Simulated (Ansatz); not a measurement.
Convergence series on GeBr2 (P4_2/mnm, 6 atoms in the cell)

```yaml
crystal:
  lattice:
    - [6.81745, 0.00000, 0.00000]
    - [0.00000, 6.81745, 0.00000]
    - [0.00000, 0.00000, 4.17355]
  atoms:
    - { symbol: Ge, position: [0.00000, 0.00000, 0.00000] }
    - { symbol: Ge, position: [0.50000, 0.50000, 0.50000] }
    - { symbol: Br, position: [0.29761, 0.29761, 0.00000] }
    - { symbol: Br, position: [0.70239, 0.70239, 0.00000] }
    - { symbol: Br, position: [0.20239, 0.79761, 0.50000] }
    - { symbol: Br, position: [0.79761, 0.20239, 0.50000] }
```

Computed with HSE06, default PAW files made with PBE (plane waves; Ansatz, a program for electronic structure).

The starting cell comes from a database of computed structures (which also holds hypothetical and non-ambient phases and stackings), without a prior relaxation at this level. Its lattice was rescaled by a random factor within 2.5 % of one. Ansatz's pressure includes its estimate of the finite-basis (Pulay) stress. Another mesh or the band path of this cell gives a smaller gap, so this value is not converged in the mesh.

Held fixed: basis.ecutwfc = 420 eV; hamiltonian.xc = hse06; hamiltonian.pseudopotentials = {kind: paw} (the program's default PAW files); scf.occupations.method = fermi_dirac; scf.occupations.width = 0.01 eV.

ΔF is the free energy per atom less that of the last row (3 3 5).

The series runs over kpoints.mp_grid.grid = 1 1 2; 2 2 2; 2 2 3; 3 3 5.

Task: From which setting on does the pressure stay within 0.1 GPa of the last one?

Result: From kpoints.mp_grid.grid = 2 2 3 on; the one before it is off by 0.20 GPa. Only the last setting checks this, so the series should go further.

Task: From which setting on does the largest force stay within 0.01 eV/Å of the last one?

Result: Only the last setting itself: the one before it still differs by 0.038 eV/Å, so the series does not show convergence to this tolerance.

```csv
kpoints.mp_grid.grid,ΔF (meV/atom),pressure (GPa),largest force (eV/Å),gap on the mesh (eV),k-points,iterations
1 1 2,-25.8,-2.18,0.567,2.739,2,14
2 2 2,25.3,-1.43,0.261,2.370,6,14
2 2 3,6.7,-1.57,0.164,2.642,6,13
3 3 5,0.00,-1.63,0.127,2.425,9,13
```

The gap is read on the k-point mesh of the run and can differ from the gap over the whole zone at this level.

Keys are those of Ansatz 0.2.
